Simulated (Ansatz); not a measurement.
**What biaxial strain −0.50 %, plane normal [001], relaxed out of plane does to MoSi2**

Base system: MoSi$_{2}$ (space group I4/mmm, No. 139; a = 3.217 Å, c = 7.875 Å; relaxed with 0.1 eV smearing). Axes: x, y, z lie along a, b, c of the conventional cell.

Perturbation: biaxial strain −0.50 %, plane normal [001], relaxed out of plane (Cartesian); in-plane vectors clamped, the third vector and the atoms free.

The values are results of PBE, PAW, 420 eV (Ansatz, a quantum-chemistry and plane-wave program; spin-orbit coupling left out), not measurements. k-mesh 25×25×25 (Γ-centred); smearing 0.1 eV (Fermi–Dirac).

| quantity | base | changed | shift |
|---|---|---|---|
| volume per atom | 13.58 Å³ | 13.47 Å³ | -0.11 Å³ |
| space group | I4/mmm (No. 139) | I4/mmm (No. 139) | – |
| shortest interatomic distance | 4.908 bohr | 4.920 bohr | +0.012 bohr |
| energy relative to the base (free energy F) | 0 meV/atom | +1.0 meV/atom | +1.0 meV/atom |
| pressure (mean of the normal stresses, compression positive) | 0.0 GPa | 1.6 GPa | +1.6 GPa |
| band gap | zero | zero | – |
| out-of-plane strain | – | +0.18 % | – |
| mean in-plane stress (compression positive) | – | +2.4 GPa | – |

Final structure (turned so that z lies along the plane normal):

```yaml
crystal:
  lattice:
    - [3.20069, 0.00000, 0.00000]
    - [0.00000, 3.20069, 0.00000]
    - [1.60034, -1.60034, 3.94452]
  atoms:
    - { symbol: Si, position: [0.33499, 0.66501, 0.33002] }
    - { symbol: Si, position: [0.66501, 0.33499, 0.66998] }
    - { symbol: Mo, position: [0.00000, 0.00000, 0.00000] }
```

Whether these cells are dynamically stable was not tested. All final runs are without spin polarisation.
